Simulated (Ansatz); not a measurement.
Reference: PtCu₃ (Pm-3m), PBEsol, DFPT electron-phonon coupling, linearised Boltzmann equation (plane waves, PAW, scalar-relativistic; Ansatz, a first-principles code); geometry: relaxed with this functional, without spin-orbit coupling.

```
CELL_PARAMETERS angstrom
      3.66772     0.00000     0.00000
      0.00000     3.66772     0.00000
      0.00000     0.00000     3.66772
ATOMIC_POSITIONS crystal
  Cu 0.00000 0.50000 0.50000
  Cu 0.50000 0.00000 0.50000
  Cu 0.50000 0.50000 0.00000
  Pt 0.00000 0.00000 0.00000
```

| Item | Value |
|---|---|
| resistivity at 300 K | 3.5 μΩ·cm |

### Question
Swap Pt for Ga, keeping the structure type. How do these values move?

### Answer
Cu$_{3}$Ga (Pm-3m): volume per atom 12.3 to 12.0 Å³; resistivity at 300 K rises (3.5 μΩ·cm to 4.6 μΩ·cm).

Moves up to 13 % count as about the same. Metals; harmonic phonons alone scatter; means over directions. Halving the electron mesh moves these values by up to 9 %; q meshes are mostly untested. Some of the runs warned that the eigensolver left states short of its tolerance. Spin-orbit coupling is left out.

Formula and space group known from diffraction (Crystallography Open Database), not checked to be the room-temperature form: PtCu3 (Pm-3m). Computed structure with no diffraction record at hand here (it may be known, metastable or hypothetical): Cu3Ga (Pm-3m). The missing spin-orbit coupling matters most for PtCu3 (Pm-3m).
